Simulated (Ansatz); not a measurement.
A 16-atom cell of (Zn,Hg)Se started in the zinc blende structure, site fractions Zn 0.250, Hg 0.750, short-range order -0.11 among the nearest mixed sites of the first mixed sublattice (0 is random, a negative value favours unlike neighbours), space group Amm2 at the end, an ordered arrangement that its symmetry holds. The mixed sublattice has 8 sites.

The mixing enthalpy is taken against the end members in the zinc blende type, relaxed in the same cell and mesh.

Level of theory: PBE (plane waves to 420 eV, PAW; Ansatz, a program for electronic structure). Scalar-relativistic, without spin–orbit coupling; with elements this heavy it can move edges by tenths of an eV. Its k-point mesh 4×4×4, Fermi–Dirac width 0.01 eV.

```json
[
 {"cell": "ZnSe", "energy at zero smearing (eV)": "-70316.291"},
 {"cell": "HgSe", "energy at zero smearing (eV)": "-154263.667"},
 {"cell": "Hg3ZnSe4", "energy at zero smearing (eV)": "-133276.504"}
]
```

Question: Work out the mixing enthalpy per mixed site and the interaction parameter Ω of a regular solution.

Answer: With x = 6/8 of the second end member, ΔH = [-133276.504 − 2/8 × (-70316.291) − 6/8 × (-154263.667)] / 8 = 39.9 meV against the separate end members. Ω = ΔH / x(1 − x) = 213 meV.
